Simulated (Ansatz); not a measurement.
ZrCu (Cm, No. 8; cell taken from a computed entry), treated with r²SCAN in Ansatz (PAW).

Settings: plane-wave cutoff 500 eV, 12×12×12 k mesh, Fermi–Dirac smearing 0.1 eV, no spin polarisation, scalar-relativistic PAW data made under PBE.

Computed at the level's own relaxed cell.

Q: Give the computed equilibrium volume per atom.

A: 
* **equilibrium volume per atom**: 17.37 Å³/atom

The run finds no gap.

Note: the relaxation could not lower the start's symmetry, so the cell can be a saddle point above a distorted one.

Ansatz is an electronic-structure program.
